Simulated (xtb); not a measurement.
xtb 6.7.1, GFN2-xTB: [CH3][Al]([CH3])[O][SiH2]O[Si](Cl)(Cl)Cl, 18 atoms. The geometry is a generated start, not checked to be a minimum at this level.

* **method**: GFN2-xTB
* **--acc**: 1 (default)
* **--etemp (K)**: 300 (default)
* **detailed input (--input)**: none: ANC optimiser, Lindh (1995) Hessian, microcycle=20, maxdispl=1.0, hlow=0.01 (default)
* **basis functions**: 84
* **valence electrons**: 60

```xyz
18

Si     3.7613    -0.1739    -0.4831
Cl     4.4987     1.3742    -1.5276
Cl     3.5804    -1.7979    -1.6366
Cl     4.9317    -0.5478     1.1036
O      2.2961     0.1896     0.0282
Si     1.1790     1.0795     0.8400
O     -0.2625     0.4796     0.4713
Al    -1.7870    -0.1586     0.0512
C     -3.2488     1.1617     0.3401
C     -1.7852    -2.0252    -0.6373
H      1.2954     2.4380     0.3254
H      1.4657     0.8711     2.2536
H     -3.2421     1.9419    -0.4272
H     -4.2448     0.7151     0.3328
H     -3.1207     1.6738     1.2993
H     -1.2931    -2.7074     0.0638
H     -1.2317    -2.1044    -1.5786
H     -2.7922    -2.4093    -0.8190
```

The structure is relaxed from this start with --opt LEVEL for the levels crude, sloppy, loose, lax, normal, tight, vtight, extreme, once each. Up to the end of the extreme run atoms move by at most 3.2 Å along an axis.

Task: Which level is enough to come within 1 meV of the tightest end point?

Result: normal: 94 cycles against 117, ending 0.50 meV above.

| level | cycles | energy above the extreme run (meV) | gradient norm (eV/Å) |
|---|---|---|---|
| crude | 1 | 610 | 0.11 |
| sloppy | 1 | 610 | 0.11 |
| loose | 1 | 610 | 0.11 |
| lax | 1 | 610 | 0.11 |
| normal | 94 | 0.50 | 0.026 |
| tight | 101 | 0.076 | 0.011 |
| vtight | 113 | under 0.01 | 0.0037 |
| extreme | 117 | — | 0.0031 |
